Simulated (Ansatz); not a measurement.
**ZrO2: response to strain**

The parent structure is ZrO₂ (space group P4_2/nmc, No. 137; a = 3.6208 Å, c = 5.2843 Å). Axes: x, y, z lie along a, b, c of the conventional cell.

Strains are applied to the cell and any free atomic positions relax; under biaxial strain the out-of-plane vector relaxes too.

All numbers come from PBE (Ansatz, a first-principles code, PAW, without spin-orbit coupling), earlier PAW set.

| change | band gap | width of the top valence band | smallest direct gap | shortest interatomic distance | electron mass |
|---|---|---|---|---|---|
| base | 4.04 eV | 0.87 eV | 4.14 eV | 2.077 Å | 2.3 mₑ along c, 0.61 mₑ across (at Γ) |
| biaxial strain −4.02 %, plane normal [001], relaxed out of plane | 4.37 eV | 0.99 eV | 4.43 eV | 2.035 Å | 2.5 mₑ out of plane, 0.71 mₑ in plane (at Γ) |
| biaxial strain −1.39 %, plane normal [001], relaxed out of plane | 4.17 eV | 0.89 eV | 4.24 eV | 2.063 Å | 2.3 mₑ out of plane, 0.64 mₑ in plane (at Γ) |
| biaxial strain +0.38 %, plane normal [001], relaxed out of plane | 3.97 eV | [?] | [?] | 2.080 Å | 2.3 mₑ out of plane, 0.61 mₑ in plane (at Γ) |
| biaxial strain +1.95 %, plane normal [001], relaxed out of plane | 3.67 eV | 1.03 eV | 3.80 eV | 2.096 Å | 2.3 mₑ out of plane, 0.59 mₑ in plane (at Γ) |
| biaxial strain +3.48 %, plane normal [001], relaxed out of plane | [?] | 1.14 eV | 3.50 eV | 2.110 Å | 2.3 mₑ out of plane, 0.57 mₑ in plane (at Γ) |
| isotropic strain −2.74 % | [?] | 1.07 eV | 4.27 eV | 2.063 Å | 2.1 mₑ along c, 0.60 mₑ across (at Γ) |
| isotropic strain +1.28 % | 3.91 eV | 0.89 eV | 4.08 eV | 2.084 Å | 2.4 mₑ along c, 0.61 mₑ across (at Γ) |
| isotropic strain +2.75 % | 3.76 eV | 0.88 eV | 3.99 eV | 2.092 Å | 2.5 mₑ along c, 0.61 mₑ across (at Γ) |

### Question
Complete the table.

### Answer

- biaxial strain +0.38 %, plane normal [001], relaxed out of plane, width of the top valence band: 0.90 eV
- biaxial strain +0.38 %, plane normal [001], relaxed out of plane, smallest direct gap: 4.12 eV
- biaxial strain +3.48 %, plane normal [001], relaxed out of plane, band gap: 3.38 eV
- isotropic strain −2.74 %, band gap: 4.11 eV

Effective masses come from finite differences of ±0.01 Å⁻¹. Stability against distortions was not tested. This is not the structure that ZrO2 has at room temperature and ambient pressure.
